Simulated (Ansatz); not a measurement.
Consider this model of amorphous Si24O50Sn.

```
SnO50Si24
1.0
   10.23133     0.16363    -0.32522
    0.16363    10.72340    -0.44705
   -0.32522    -0.44705    10.32382
Si O Sn
24 50 1
Direct
  0.30682   0.98239   0.22071
  0.22864   0.99418   0.91787
  0.16102   0.93428   0.44068
  0.55760   0.37323   0.75035
  0.48156   0.77226   0.36324
  0.99752   0.37397   0.84172
  0.83233   0.82035   0.71659
  0.85131   0.40929   0.40505
  0.22163   0.67905   0.32611
  0.62876   0.65357   0.81912
  0.38903   0.16574   0.75738
  0.38212   0.32817   0.53091
  0.10295   0.38972   0.05484
  0.92120   0.97525   0.97412
  0.33029   0.72922   0.83151
  0.50192   0.14928   0.34255
  0.44800   0.97914   0.55168
  0.81782   0.74023   0.06684
  0.86889   0.96520   0.47727
  0.78507   0.69222   0.34288
  0.19815   0.64926   0.04401
  0.06965   0.63818   0.78170
  0.80273   0.24988   0.62595
  0.13445   0.40790   0.34661
  0.29055   0.97637   0.06369
  0.97219   0.73881   0.71301
  0.18205   0.72883   0.18180
  0.49299   0.28325   0.42834
  0.45888   0.42932   0.63491
  0.83101   0.99540   0.32103
  0.33094   0.68705   0.98019
  0.11574   0.33369   0.19778
  0.06859   0.99829   0.93079
  0.80713   0.32594   0.26983
  0.07167   0.67768   0.94168
  0.95300   0.43225   0.99161
  0.83193   0.91774   0.84887
  0.12986   0.30707   0.91463
  0.90954   0.85627   0.07092
  0.20781   0.50197   0.06696
  0.32628   0.22672   0.62384
  0.82511   0.12270   0.53692
  0.79842   0.91137   0.60404
  0.80843   0.55576   0.39830
  0.47693   0.04181   0.70119
  0.70039   0.70551   0.96458
  0.86016   0.09770   0.05486
  0.35864   0.12114   0.27006
  0.79278   0.36816   0.53570
  0.38096   0.65422   0.34444
  0.82868   0.66172   0.18790
  0.53368   0.04971   0.45283
  0.02946   0.98168   0.50765
  0.48790   0.83086   0.51642
  0.28910   0.99170   0.52356
  0.72160   0.71128   0.71916
  0.66541   0.26936   0.69939
  0.00912   0.38459   0.42672
  0.60096   0.14289   0.22664
  0.02219   0.49374   0.75709
  0.27586   0.87242   0.82483
  0.17580   0.78205   0.43776
  0.62720   0.72594   0.32398
  0.47066   0.28404   0.83537
  0.22206   0.64433   0.74034
  0.28590   0.11309   0.85309
  0.87279   0.80090   0.41124
  0.91538   0.27366   0.74813
  0.41653   0.87502   0.26494
  0.48177   0.71148   0.79406
  0.16795   0.97306   0.28984
  0.13787   0.55589   0.33094
  0.26075   0.37372   0.43821
  0.62565   0.50119   0.82265
  0.79235   0.14439   0.23067
```

Methods: PBE, scalar-relativistic without spin-orbit coupling (Ansatz, a quantum-chemistry and plane-wave program); r2SCAN, scalar-relativistic without spin-orbit coupling (Ansatz); HSE06, scalar-relativistic without spin-orbit coupling (Ansatz). Neutral PBE cell, which sets geometry, pressure and energy: sampling: a 2×2×2 Γ-centred mesh; Fermi-Dirac width 0.02 eV; no spin polarisation. Exact exchange is cut at the faces of this 10 Å cell, which leaves hybrid gaps a finite-size error.

It comes from a melt-quench run on a machine-learned potential (CHGNet), relaxed afterwards by DFT. O atoms were pushed apart under 1.9 Å during the dynamics, to hinder bonds among them. The hot cell started wider than the set density and was brought back towards it in steps. It is the lowest in DFT energy of 2 quenches. It is a model cell: composition and starting density were chosen by hand, and all elements were melted together. No dispersion term was used. Its density started from a set value of 2.34 and ended at 2.34 g/cm³. The quench (nominally 480 K/ps over its main leg) was far faster than any real one, so the model tends to hold more defects than a real film. A cell of this size samples the disorder only roughly. The volume was held where the preparation left it and the shape relaxed.

Question: Give the pressure, the energy against reference phases and the spacing of the highest filled and lowest empty levels.

Answer: 
```yaml
Pressure on a 2×2×2 Γ-centred mesh: -0.14 GPa
Largest force and stress component on that mesh (the relaxation ran on the zone centre alone): 0.06 eV/Å and 0.2 GPa
Energy relative to alpha cristobalite + rutile SnO2 (lowest mix at this level among the phases computed, not always the ambient ones): 0.159 eV/atom
Level gap on a 2×2×2 Γ-centred mesh (PBE): 2.83 eV
Level gap at the zone centre (PBE): 2.83 eV
Level gap at the zone centre (r2SCAN): 3.37 eV
Level gap at the zone centre (HSE06): 4.57 eV
Distance between the nearest levels spread over more than a fifth of the atoms or a third of the atoms of their main element (six at least) (PBE, zone centre): 3.82 eV
```

Question: At PBE and the zone centre, how localised are the states just below and above the Fermi level (participation number: the atoms over which a state spreads)?

Answer: The highest filled state is spread over 4.3 atoms' worth, largest on O67, with weights by element (charge in smoothed Voronoi cells) O 0.94, Si 0.05, Sn 0.01. The lowest empty state is spread over 8.7 atoms' worth, largest on Sn75, with weights by element (charge in smoothed Voronoi cells) O 0.58, Sn 0.27, Si 0.15.

At PBE the levels at the filled edge of the gap are localised (band-tail or defect states), and the nearest spread-out levels lie 3.8 eV apart at the zone centre.

Neighbours within Si-Si 2.60 Å, Si-O 1.98 Å, Si-Sn 2.75 Å, O-O 1.58 Å, O-Sn 2.46 Å, Sn-Sn 3.06 Å count as bonded. Two cations that share two anions don't count as bonded, nor two that share one unless they lie closer than Si-Si 2.38 Å, Si-Sn 2.68 Å, Sn-Sn 2.97 Å.

Added carriers, by Ansatz with PBE, scalar-relativistic without spin-orbit coupling on the zone centre alone. Charged cells keep the cell fixed and stand in a uniform background, with no image correction, at a width of 0.01 eV; where the count is odd the moment is locked at 1 μB, unless the neutral cell bore moments. Each starts from the undistorted neutral geometry alone. PBE's self-interaction favours spread-out carriers, so it can miss traps that a hybrid finds.

Question: What happens at PBE when the cell takes an extra electron and the atoms relax?

Answer: Relaxation lowers the charged cell by 0.90 eV. The largest moves are O46 0.35 Å, Si18 0.35 Å, O70 0.15 Å, O35 0.15 Å. The level that holds the added charge spreads over 3.4 atoms' worth, most on Si18 (weight 0.51): a localised (trapped) carrier, which neighbours of that atom can share. No bond crosses its cut-off with a change of over 0.15 Å (metal-metal contacts aside). Made neutral again at that geometry, the cell lies +1.33 eV from the neutral start (a closed shell was imposed there, with levels 0.21 eV apart, so this is an upper bound).

Question: What happens at PBE when the cell takes a hole and the atoms relax?

Answer: Relaxation lowers the charged cell by 1.34 eV. The largest moves are O67 1.50 Å, O44 1.26 Å, O36 0.94 Å, Si18 0.92 Å. The level that was emptied spreads over 1.8 atoms' worth, most on O67 (weight 0.73): a localised (trapped) carrier, which neighbours of that atom can share. Bonds broken: Si19-O67. Bonds formed: Si18-O36. Made neutral again at that geometry, the cell lies +0.82 eV from the neutral start (a closed shell was imposed there, with levels 0.12 eV apart, so this is an upper bound).

A PBE run started with 1 μB on atoms that lack a bond or may hold spare charge lost its moments; other starts weren't tried.
